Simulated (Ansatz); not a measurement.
## Effect of Ge → Zn on Ge

The reference is Ge (space group Ia-3, No. 206; a = 6.937 Å; a cell from a computed database, its experimental status unchecked).

Perturbation: full substitution Ge → Zn, then cell and atoms are relaxed.

All numbers come from PBEsol (Ansatz, an electronic-structure program; PAW; 420 eV plane waves; no spin-orbit coupling). Settings: 10×10×10 k-points, 0.05 eV Fermi–Dirac smearing.

```yaml
volume_per_atom: 19.62 Å³ (base 20.87 Å³)
shortest_interatomic_distance: 4.560 bohr (base 4.637 bohr)
band_gap: zero (base zero)
```

No phonon test of stability was made. As relaxed here, Zn is a hypothetical phase, not in the database extracts checked. This is not the structure that Ge has at room temperature and ambient pressure.
